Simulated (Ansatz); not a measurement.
**TiO2: biaxial strain −0.80 %, plane normal [001], relaxed out of plane**

Start from TiO$_{2}$ in the rutile structure (space group P4_2/mnm, No. 136; a = 4.591 Å, c = 2.939 Å). Axes: x, y, z lie along a, b, c of the conventional cell.

It is then changed as follows: compressive biaxial strain of 0.80 % in the plane normal to [001], as in epitaxy on a mismatched substrate; the out-of-plane cell vector and the atoms relax.

Calculations: Ansatz (a program for electronic structure), PBEsol, PAW, cutoff 420 eV, no spin-orbit coupling. Settings: 7×7×11 k-points, 0.05 eV Fermi–Dirac smearing.

Volume per atom: 10.22 Å³ (base 10.33 Å³)
Space group: P4_2/mnm (No. 136) (base P4_2/mnm (No. 136))
Pressure (mean of the normal stresses, compression positive): 2.03 GPa (base 0.00 GPa)
Band gap: 1.86 eV (base 1.87 eV)
Gap character: direct at Γ (base direct at Γ)
Width of the top valence band: 1.67 eV (base 1.65 eV)
Electron mass: 0.54 mₑ out of plane, 1.1 mₑ in plane (at Γ) (base 0.54 mₑ along c, 1.1 mₑ across (at Γ))
Valence-band top at Γ (three highest levels, from the VBM): 0.00, -0.46, -0.46 eV (base 0.00, -0.45, -0.45 eV)
Out-of-plane strain: +0.54 %
Mean in-plane stress (compression positive): +3.0 GPa

Final structure (turned so that z lies along the plane normal):

```xyz
6
Lattice="4.5544 0.0000 0.0000 0.0000 4.5544 0.0000 0.0000 0.0000 2.9549" Properties=species:S:1:pos:R:3 pbc="T T T"
Ti     0.0000     0.0000     0.0000
Ti     2.2772     2.2772     1.4774
O      1.3854     1.3854     0.0000
O      3.6626     0.8919     1.4774
O      0.8919     3.6626     1.4774
O      3.1691     3.1691     0.0000
```

Effective masses come from finite differences of ±0.01 Å⁻¹. Whether these cells are dynamically stable was not tested. All final runs are without spin polarisation.
